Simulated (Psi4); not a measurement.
Psi4 1.11, unrestricted WB97X/def2-svpd: Cu(Br)(fmdH) ([Br][Cu]1[NH]C=[NH]->1), charge 0, multiplicity 2, 8 atoms. The geometry is a generated start, not checked to be a minimum at this level.

* **task**: energy
* **method**: wb97x
* **basis**: def2-svpd
* **memory**: 3 GB
* **maxiter**: 100
* **keys of the molecule block**: symmetry c1
* **scf_type**: df (default)
* **guess**: auto, which took SAD (default)
* **scf_initial_accelerator**: adiis (default)
* **e_convergence**: 1e-06 (default)
* **d_convergence**: 1e-06 (default)
* **dft_radial_points**: 75 (default)
* **dft_spherical_points**: 302 (default)
* **basis functions**: 159
* **grid points**: 172777

```xyz
8

Cu     0.5452     1.2310    -0.0065
Br     1.3628     3.2285     0.0129
C     -0.3900    -0.9125    -0.0037
N      0.8921    -0.6556    -0.0012
N     -1.0740     0.2025    -0.0123
H     -0.8259    -1.9085     0.0025
H      1.5709    -1.3984     0.0148
H     -2.0811     0.2129    -0.0067
```

Charge 0 and multiplicity 2 are set for this test and not shown to be the ground state.

One run each on 2 threads. Values of diis_max_vecs tried: 3, 6, 10 (default), 20.

Question: Which value of diis_max_vecs needs the fewest SCF iterations, and what happens away from it?

Answer: Fewest SCF iterations, within one of each other: 10 (default) with 18, 20 with 17. The count rises to 23 at 6. The run ends without SCF convergence in 100 iterations at 3.

```csv
diis_max_vecs,SCF iterations,end
3,100,no convergence
6,23,same solution
10 (default),18,same solution
20,17,same solution
```
